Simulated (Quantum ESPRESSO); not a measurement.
Several settings converged on MoTe₂ (P3m1, 6 atoms in the cell)

```yaml
crystal:
  lattice:
    - [3.53056, 0.00000, 0.00000]
    - [-1.76528, 3.05755, 0.00000]
    - [0.00000, 0.00000, 14.00188]
  atoms:
    - { symbol: Te, position: [0.33333, 0.66667, 0.88257] }
    - { symbol: Te, position: [0.66667, 0.33333, 0.37900] }
    - { symbol: Te, position: [0.66667, 0.33333, 0.12100] }
    - { symbol: Te, position: [0.33333, 0.66667, 0.62100] }
    - { symbol: Mo, position: [0.33333, 0.66667, 0.25000] }
    - { symbol: Mo, position: [0.66667, 0.33333, 0.75000] }
```

Base method: LDA (PZ), GBRV 1.5 ultrasoft (LDA) pseudopotentials (plane waves; Quantum ESPRESSO 7.5).

Base settings: ecutwfc = 40 Ry; ecutrho = 320 Ry; occupations = smearing; smearing = fd; degauss = 0.000734986 Ry; potentials = {Te: te_lda_v1.uspp.F.UPF, Mo: mo_lda_v1.uspp.F.UPF}; K_POINTS = automatic 4 4 1 0 0 0; conv_thr = 1e-10 Ry; mixing_beta = 0.4.

The count of work is k-points × plane waves × bands × iterations; it is no time. Core times come from one kind of shared machine, to one figure; runs under 30 s give none.

**Shifted k-point meshes**

Only quantities that move along the ladder and can be compared are tabulated.

```tsv
K_POINTS	free energy less the last step's (meV/atom)	pressure (GPa)	largest difference of a force vector from the last step's (eV/Å)	count of work / last	core time / last (rough)
automatic 2 2 1 1 1 1	-126.01	-4.59	0.044	0.0065	0.03
automatic 4 4 1 1 1 1	-3.23	-3.68	0.037	0.018	0.04
automatic 5 5 2 1 1 1	-0.18	-3.58	0.000	0.051	0.07
automatic 7 7 2 1 1 1	-0.14	-3.58	0.001	0.091	0.1
automatic 9 9 2 1 1 1	-0.11	-3.57	0.001	0.14	0.2
automatic 17 17 4 1 1 1	0.00	-3.57	0.000	1.0	1
```

Coarsest K_POINTS that holds the free energy within 2 meV/atom of the last step, with all finer ones: automatic 5 5 2 1 1 1, at 0.051 of the last step's count of work and about 0.07 of the last step's time; the step before is off by 3.2 meV/atom.

Coarsest K_POINTS that holds the pressure within 0.05 GPa of the last step, with all finer ones: automatic 5 5 2 1 1 1, at 0.051 of the last step's count of work and about 0.07 of the last step's time; the step before is off by 0.10 GPa.

Coarsest K_POINTS that holds the forces within 0.005 eV/Å of the last step, with all finer ones: automatic 5 5 2 1 1 1, at 0.051 of the last step's count of work and about 0.07 of the last step's time; the step before is off by 0.037 eV/Å.

**The SCF threshold**

The mesh stays at the base's, so the ladder's end is converged at best in this setting alone.

Only quantities that move along the ladder and can be compared are tabulated.

```csv
conv_thr,largest difference of a force vector from the last step's (eV/Å),count of work / last
0.0073 Ry,0.041,0.30
7.3e-05 Ry,0.018,0.44
7.3e-07 Ry,0.001,0.52
7.3e-09 Ry,0.000,0.67
1e-10 Ry,0.000,0.78
7.3e-12 Ry,0.000,0.85
7.3e-14 Ry,0.000,1.0
```

Coarsest conv_thr that holds the forces within 0.02 eV/Å of the last step, with all finer ones: 7.3e-05 Ry, at 0.44 of the last step's count of work; the step before is off by 0.041 eV/Å.

On the base run: the starting cell has typed, rounded lattice constants, without a prior relaxation at this level. Its lattice was rescaled by up to half a per cent. One atom was moved a little off its site on purpose. Spin polarisation is off. In the base run, with a pressure of about -4 GPa the cell is away from its equilibrium volume at this level.
